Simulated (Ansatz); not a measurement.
The reference is CaC$_{2}$ (space group C2/m, No. 12; a cell from a computed database, its experimental status unchecked).

```
CELL_PARAMETERS angstrom
      3.53412    -1.88850     0.00000
      3.53412     1.88850     0.00000
     -2.13348     0.00000     7.03076
ATOMIC_POSITIONS crystal
  Ca 0.79929 0.79929 0.75340
  Ca 0.20071 0.20071 0.24660
  C  0.08023 0.08023 0.56545
  C  0.91977 0.91977 0.43455
  C  0.45085 0.45085 0.05896
  C  0.54915 0.54915 0.94104
```

Cartesian axes are those of the cell as printed.

Computed with Ansatz (a program for electronic structure) PBEsol, no spin-orbit coupling.

Strains are applied to the cell and any free atomic positions relax; under biaxial strain the out-of-plane vector relaxes too.

One change was made to it. Results:

```
quantity                          base    after
-----------------------------  -------  -------
width of the top valence band  0.52 eV  0.41 eV
smallest direct gap            2.58 eV  2.83 eV
band gap                       2.07 eV  2.42 eV
```

Question: Which of these changes matches the shifts?
A. tensor shear ε_xz = +1.81 %
B. isotropic strain +4.46 %
C. biaxial strain +1.57 %, plane normal [001], relaxed out of plane
D. isotropic strain +2.83 %

Answer: B, isotropic strain +4.46 %. For comparison, the band gap in the other runs: tensor shear ε_xz = +1.81 % gives 2.07 eV; isotropic strain +2.83 % gives 2.30 eV; biaxial strain +1.57 %, plane normal [001], relaxed out of plane gives 2.00 eV.

Stability against distortions was not tested.
